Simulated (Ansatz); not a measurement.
## The (111)A surface of zinc-blende CdTe, Cd-terminated, CH3 on every top atom (bottom of the slab: 2 H on 4 bottom sites)

Computed with PBE (plane waves to 420 eV, PAW; Ansatz, a program for electronic structure).

Model: 50-atom slab, 16.7 Å thick at the start with caps and adatoms, 3x3x1 mesh, Fermi-Dirac 0.025 eV, dipole correction, 8 atoms held, the rest relaxed; no symmetry held; no spin (no spin-polarised run to compare, though such a face may carry moments), no spin-orbit, no U. The slab shows no gap over 0.04 eV on its mesh. It is one candidate, not shown to be the stable structure of the face.

```yaml
work_function_of_the_top_face: 5.67 eV
energy_released_by_relaxation: 0.81 eV
cost: around 90 core-minutes (rough)
```
